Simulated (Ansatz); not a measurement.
**What ↑↓ start, q = (0, 0, 1/2), 4 atoms does to NiO**

Take NiO in the rock salt structure (space group Fm-3m, No. 225; a = 4.1157 Å; ferromagnetic) as the base.

Perturbation: the moments start antiparallel in the pattern ↑↓ in a 4-atom cell (cell doubled with q = (0, 0, 1/2) in the reciprocal basis of the base), and the cell is relaxed again.

Computed with PBEsol/PAW in Ansatz (a quantum-chemistry and plane-wave program), no spin-orbit coupling. Γ-centred 17×17×17 mesh, Fermi–Dirac width 0.05 eV, for the changed cell.

```tsv
quantity	base	changed	shift
volume per atom	8.71 Å³	8.74 Å³	+0.03 Å³
space group (of the atoms, moments ignored)	Fm-3m (No. 225)	R-3m (No. 166)	–
shortest interatomic distance	2.058 Å	2.060 Å	+0.002 Å
energy relative to the base (σ→0) (to 0.01 eV only: unlike meshes or grids)	0.00 eV/atom	-0.13 eV/atom	-0.13 eV/atom
band gap	zero	0.73 eV	–
gap character (in this cell's own zone, which can be folded)	–	indirect, k = (0.176, 0.353, 0.353) in the run's primitive reciprocal basis → k = (0.235, 0.235, 0.471) in the run's primitive reciprocal basis	–
magnetic state	ferromagnetic	antiferromagnetic (moments cancel)	–
largest site moment	1.02 μB	1.29 μB	+0.265 μB
```

Final structure:

```
NiO
1.0
    1.46150     0.84380     4.72476
   -1.46150     0.84380     4.72476
    0.00000    -1.68759     4.72476
O Ni
2 2
Direct
  0.75000   0.75000   0.75000
  0.25000   0.25000   0.25000
  0.00000   0.00000   0.00000
  0.50000   0.50000   0.50000
```

Other magnetic orders, which the real material may have, were not ruled out. No phonon test of stability was made. No Hubbard U is applied, and correlation can decide whether such a compound is a metal. In its common phase, real NiO is an antiferromagnetic insulator at low temperature. k-point labels follow each cell's own Brillouin zone.
